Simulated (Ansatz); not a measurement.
Take AlAs in the wurtzite structure (space group P6_3mc, No. 186; a = 4.003 Å, c = 6.581 Å; a model cell, its experimental status unchecked) as the base.

Levels (all Ansatz, an electronic-structure program, PAW, earlier PAW set): PBEsol (420 eV, spin-orbit coupling left out); HSE06 (420 eV, no spin-orbit coupling).

The geometry is relaxed with PBEsol.

```
Item               Value
---------------  -------
PBEsol band gap  1.64 eV
```

### Question
What does HSE06 give at this geometry for the band gap?

### Answer
The band gap increases by 0.77 eV to 2.41 eV.

Single points use the geometry relaxed with PBEsol. HSE06 gaps are upper bounds (no full band path). Whether these cells are dynamically stable was not tested. This is not the structure that AlAs has at room temperature and ambient pressure.
